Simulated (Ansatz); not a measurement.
The parent structure is Sb in the A7 type structure (space group R-3m, No. 166; a = 4.328 Å, c = 11.344 Å (hexagonal axes); layered).

The values are results of r2SCAN+rVV10/PAW in Ansatz (a program for electronic structure), spin-orbit coupling left out, not measurements.

One change was made to it. Results:

```json
[
 {"quantity": "volume per atom", "base": "30.67 Å³", "after": "30.12 Å³"},
 {"quantity": "c/a ratio", "base": "2.621", "after": "2.598"}
]
```

Q: Which change produced these results?
A) pressure −2 GPa
B) pressure 0.7 GPa
C) pressure 1.5 GPa

A: B, pressure 0.7 GPa. For comparison, the volume per atom in the other runs: pressure 1.5 GPa gives 29.56 Å³; pressure −2 GPa gives 33.15 Å³.

Load acts through the strain it causes; cell and atoms are relaxed under it. No phonon test of stability was made.
